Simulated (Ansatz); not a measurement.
Functionals compared on the (311) surface of bcc Ta in its 1x1 cell, outermost plane spacing 0.50 Å in the ideal cut, in Ansatz (plane waves, PAW). The structure was relaxed with PBE; the other rows are single points on it, each with its references at the same level. Cutoff 420 eV (500 eV for r2SCAN).

Slab: 21 atoms, 10.0 Å thick at the start (thin: gaps and levels are the slab's own); k 9x5x1, smearing 0.1 eV, dipole-corrected; all atoms relaxed; held to the part of the start's symmetry that mesh and held atoms allow; no spin, no spin-orbit, no U. These notes are the PBE run's.

```tsv
functional	surface energy (J/m²)	work function of the top face (eV)	rough cost of the single point
PBE	2.71	3.81	–
LDA	3.05	4.07	very roughly 9 core-minutes
PBEsol	[?]	[?]	around 9 core-minutes (rough)
RPBE	2.55	3.67	very roughly 9 core-minutes
r2SCAN	2.94	3.81	roughly 17 core-minutes
```

Question: What belongs in the gaps?

Answer: 
- PBEsol, surface energy (J/m²): 2.98
- PBEsol, work function of the top face (eV): 3.89

Ansatz is a first-principles code.
